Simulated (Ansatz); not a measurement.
A self-consistent single point of SbP (F-43m, 2 atoms in the cell) with Ansatz (a quantum-chemistry and plane-wave program).

Level of theory: RPBE, default PAW files made with PBE (plane waves; Ansatz).

```xyz
2
Lattice="0.0000 3.0063 3.0063 3.0063 0.0000 3.0063 3.0063 3.0063 0.0000" Properties=species:S:1:pos:R:3 pbc="T T T"
P      1.5032     1.5032     1.5032
Sb     0.0000     0.0000     0.0000
```

Reference input (self-consistent single point, DFT, revPBE, plane waves, default PAW files made with PBE): basis.ecutwfc = 420 eV; kpoints.mp_grid.grid = 7 7 7; hamiltonian.xc = revpbe; hamiltonian.pseudopotentials = {kind: paw} (the program's default PAW files); scf.occupations.method = methfessel_paxton; scf.occupations.width = 0.1 eV. This run's input differs from it in these lines:

Ansatz 0.2 input:
```diff
@@ -14,3 +14,3 @@
 hamiltonian:
-  xc: revpbe
+  xc: rpbe
   pseudopotentials: { kind: paw }
```

The program printed (abridged):

```
SCF iter   1: F=—  HF=-7250.971388 eV  |F-HF|=—  |Δ(HF+E_count)|=         —  Δρ=3.07e-3  dr2=7.78e-3  ethr=1.77e-3  ⟨swp⟩=5.9  Hψ=1752  notcnv=0
all-band conjugate gradients solve this SCF's bands
preconditioner: auto → none
SCF iter   2: F=—  HF=-7250.969563 eV  |F-HF|=—  |Δ(HF+E_count)|=   1.82e-3  S|Δr|=    0.00e0  Δρ=1.29e-3  dr2=1.74e-3  ethr=3.89e-5  ⟨swp⟩=2.9  Hψ=669  notcnv=0
SCF iter   3: F=—  HF=-7250.969410 eV  |F-HF|=—  |Δ(HF+E_count)|=   1.54e-4  S|Δr|=    0.00e0  Δρ=4.40e-4  dr2=1.30e-4  ethr=8.70e-6  ⟨swp⟩=2.3  Hψ=347  notcnv=0
SCF iter   4: F=—  HF=-7250.969436 eV  |F-HF|=—  |Δ(HF+E_count)|=   2.63e-5  S|Δr|=    0.00e0  Δρ=1.06e-4  dr2=3.89e-6  ethr=6.48e-7  ⟨swp⟩=2.1  Hψ=377  notcnv=0
SCF iter   5: F=—  HF=-7250.969450 eV  |F-HF|=—  |Δ(HF+E_count)|=   1.35e-5  S|Δr|=    0.00e0  Δρ=1.90e-5  dr2=1.47e-7  ethr=1.94e-8  ⟨swp⟩=3.1  Hψ=565  notcnv=0
SCF iter   6: F=-7250.969450 eV  HF=-7250.969450 eV  |F-HF|=2.59e-9  |Δ(HF+E_count)|=   5.00e-8  S|Δr|=    0.00e0  Δρ=3.11e-6  dr2=6.00e-9  ethr=5.00e-10  ⟨swp⟩=7.0  Hψ=1510  notcnv=0
SCF 1 converged in 6 iterations: F = -7250.969450 eV  dr2 = 6.00e-9
Stability not checked (fill_not_monotonic)
Free energy (F): -7250.969450 eV
Internal energy: -7250.971445 eV  (E = F + TS)
E sigma→0 (E₀):  -7250.969948 eV
Entropy (-TS):   0.001995 eV (0.998 meV/atom)
Fermi energy:    8.291185 eV
--- Forces (eV/Å), atoms counted from 1 ---
  atom   1  P      0.00000000    -0.00000000     0.00000000
  atom   2  Sb    -0.00000000     0.00000000     0.00000000
--- Stress (GPa, compression-positive) ---
        9.861159      -0.000000      -0.000000
       -0.000000       9.861159       0.000000
        0.000000       0.000000       9.861159
  P = ⅓ Tr σ = 9.8612 GPa (98.612 kbar)
  The stress holds the Pulay correction. Without it, at fixed plane waves, as pw.x and ABINIT print it: P = 9.8334 GPa
```

The run converged in 6 iterations. Against the reference run the pressure goes from 9.46 to 9.86 GPa.

The starting cell was generated: these elements placed on a structure prototype, without a prior relaxation; it need not be a known phase or ordering of this composition. With a pressure of about 10 GPa the cell is away from its equilibrium volume at this level. Ansatz's pressure includes its estimate of the finite-basis (Pulay) stress. The run gives no clean gap (levels at the Fermi energy touch, overlap or are partly filled at this smearing), which alone does not show that the compound is a metal.
